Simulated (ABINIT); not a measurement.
ABINIT run on C (Fd-3m, 2 atoms in the cell): self-consistent single point.

Method: PBE, norm-conserving pseudopotentials (PseudoDojo nc-sr-05 PBE standard) (plane waves; ABINIT).

The change in words: lattice scaled by 0.98. Reference geometry:
```xyz
2
Lattice="0.0000 1.7943 1.7943 1.7943 0.0000 1.7943 1.7943 1.7943 0.0000" Properties=species:S:1:pos:R:3 pbc="T T T"
C      1.7943     1.7943     1.7943
C      2.6914     2.6914     2.6914
```

Reference input (self-consistent single point, DFT, PBE, plane waves, norm-conserving pseudopotentials (PseudoDojo nc-sr-05 PBE standard)): pseudos = [C.upf]; ecut = 41 Ha; occopt = 1; ngkpt = 13 13 13; nshiftk = 1; shiftk = 0 0 0; potentials = PseudoDojo nc-sr-05 PBE standard; nband = 7; kptopt = 1; nstep = 50; toldfe = 1e-09 Ha. This run's input differs from it in these lines:

```diff
@@ -5,5 +5,5 @@
 rprim
-         0.0000000000    3.3906637758    3.3906637758
-         3.3906637758   -0.0000000000    3.3906637758
-         3.3906637758    3.3906637758   -0.0000000000
+         0.0000000000    3.3228509538    3.3228509538
+         3.3228509538    0.0000000000    3.3228509538
+         3.3228509538    3.3228509538    0.0000000000
 natom 2
```

Output (repeated stretches shortened):

```
--- !BeginCycle
solver: {iscf: 7, nstep: 50, nline: 4, wfoptalg: 0, }
tolerances: {toldfe: 1.00E-09, }
...

     iter   Etot(hartree)      deltaE(h)  residm     vres2
 ETOT  1  -12.022080861150    -1.202E+01 1.422E-01 5.398E+01
 ETOT  2  -12.036330752585    -1.425E-02 5.283E-03 1.725E-01
 ETOT  3  -12.036343428285    -1.268E-05 3.603E-03 4.407E-03
 ETOT  4  -12.036343697203    -2.689E-07 4.198E-03 5.729E-05
 ETOT  5  -12.036343699686    -2.483E-09 8.205E-04 7.349E-08
 ETOT  6  -12.036343699689    -3.133E-12 9.354E-04 1.683E-10
 ETOT  7  -12.036343699689     5.507E-14 5.106E-04 7.986E-13
 At SCF step    7, etot is converged :
  for the second time, diff in etot=  5.507E-14 < toldfe=  1.000E-09

 Cartesian components of stress tensor (hartree/bohr^3)
  sigma(1 1)= -7.50744166E-04  sigma(3 2)=  0.00000000E+00
  sigma(2 2)= -7.50744166E-04  sigma(3 1)=  0.00000000E+00
  sigma(3 3)= -7.50744166E-04  sigma(2 1)=  0.00000000E+00

 ----iterations are completed or convergence reached----

 reduced coordinates (array xred) for    2 atoms
       0.500000000000      0.500000000000      0.500000000000
       0.750000000000      0.750000000000      0.750000000000
 cartesian forces (eV/Angstrom) at end:
    1      0.00000000000000     0.00000000000000    -0.00000000000000
    2      0.00000000000000    -0.00000000000000     0.00000000000000
 frms,max,avg= 3.5785013E-29 5.6969952E-29   0.000E+00  0.000E+00  0.000E+00 e/A
   [... lines left out ...]
 Fermi (or HOMO) energy (hartree) =   0.40201   Average Vxc (hartree)=  -0.50180
   [... lines left out ...]
total_energy        : -1.20363436996893E+01
total_energy_eV     : -3.27525568683137E+02
band_energy         :  4.96324033105480E-01
...

-Cartesian components of stress tensor (GPa)         [Pressure=  2.2088E+01 GPa]
- sigma(1 1)= -2.20876522E+01  sigma(3 2)=  0.00000000E+00
- sigma(2 2)= -2.20876522E+01  sigma(3 1)=  0.00000000E+00
- sigma(3 3)= -2.20876522E+01  sigma(2 1)=  0.00000000E+00

 Calculation completed.
```

The run converged in 7 iterations. Against the reference run the free energy rises by 16.3 meV/atom, the pressure goes from -5.83 to 22.09 GPa and the gap on the mesh goes from 4.158 to 4.297 eV.

The starting cell comes from a database of computed structures (which also holds hypothetical and non-ambient phases and stackings), without a prior relaxation at this level. Its lattice was rescaled by a random factor within 2.5 % of one. For this run, on top of that: lattice scaled by 0.98. With a pressure of about 22 GPa the cell is away from its equilibrium volume at this level.
